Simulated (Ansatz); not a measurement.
The reference is SnTe in the rock salt structure (space group Fm-3m, No. 225; a = 6.289 Å).

The change: hydrostatic tension (pressure −2 GPa).

Levels (all Ansatz, a first-principles code, PAW): PBEsol (420 eV, no spin-orbit coupling); r2SCAN (500 eV, without spin-orbit coupling); HSE06 (420 eV, spin-orbit coupling left out).

At the geometry relaxed with PBEsol, these levels gave the following band gaps, in shuffled order: (a) 0.27 eV, (b) zero, (c) 0.16 eV.

Q: Match each gap to its level.

A: (a) HSE06; (b) PBEsol; (c) r2SCAN.

Single points use the geometry relaxed with PBEsol. The hybrid gap comes from the SCF mesh plus the semilocal run's edge points and a few special points and is an upper bound. Spin-orbit coupling, missing from the scalar runs, can matter with Te. Load acts through the strain it causes; cell and atoms are relaxed under it. No phonon test of stability was made. All final runs are without spin polarisation. Gaps under 0.05 eV, about the width of the smearing, are given as zero. The zero or small gap of SnTe can change with the level of theory.
